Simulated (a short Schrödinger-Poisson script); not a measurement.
System: symmetric double-gate stack, SiO2 on p-type GaAs, at 300 K.

```
layer  material  thickness (nm)  Na (cm⁻³)
-----  --------  --------------  ---------
1          SiO2             1.3          -
2          GaAs              10       1e15
3          SiO2             1.3          -
```

Constants are typed, rounded textbook-type inputs, not results; the design itself was drawn at random and stands for no fabricated device. SiO2: permittivity 3.9, conduction-band edge (eV) 3.17, gap (eV) 9, electron mass (mₑ) 0.5. GaAs: permittivity 12.9, conduction-band edge (eV) 0, gap (eV) 1.424, Nv at 300 K (cm⁻³) 9e18.

Channel valleys (confinement mass, in-plane density-of-states mass, number): Γ 0.067, 0.067, 1. At the gates, both at one voltage, the conduction-band edge of layer 1 lies 3.67 eV − eVg above the Fermi level of the channel. Gaps are held at their typed values at every temperature. Mesh 0.03 nm at interfaces.

From a short Schrödinger-Poisson script (our own, NumPy): 1D Poisson equation in equilibrium, electrons classical, Fermi-Dirac, parabolic valleys, classical holes, full ionisation, no traps, pinning or gate leakage.

The same stack at other levels of the model or other numerical settings:

| run | sheet density of all electrons at Vg = 1.2 V (cm⁻²) | sheet density of all electrons at Vg = 0.6 V (cm⁻²) | capacitance of both gates at Vg = 1.2 V (μF/cm²) | gate voltage at 1e11 electrons/cm² (V) | rough cost against the base |
|---|---|---|---|---|---|
| base | 1.08e13 | 1.20e12 | 2.83 | 0.47 | about 1 |
| electrons treated as classical, Boltzmann | 1.78e13 | 1.65e12 | 4.84 | 0.47 | 0.4 |
| electrons treated as quantum, Hartree | 8.66e12 | 6.62e11 | 2.52 | 0.51 | 5 |
| electrons treated as quantum, Hartree plus LDA exchange-correlation | 9.05e12 | 7.76e11 | 2.56 | 0.51 | 8 |
| mesh six times as coarse | 1.07e13 | 1.19e12 | 2.80 | 0.47 | 0.5 |

The classical rows ignore confinement, and Boltzmann statistics overrate the density once the band edge passes the Fermi level.

Above a few 1e12 electrons/cm² a light Γ valley is non-parabolic and upper valleys begin to fill, which the model leaves out.
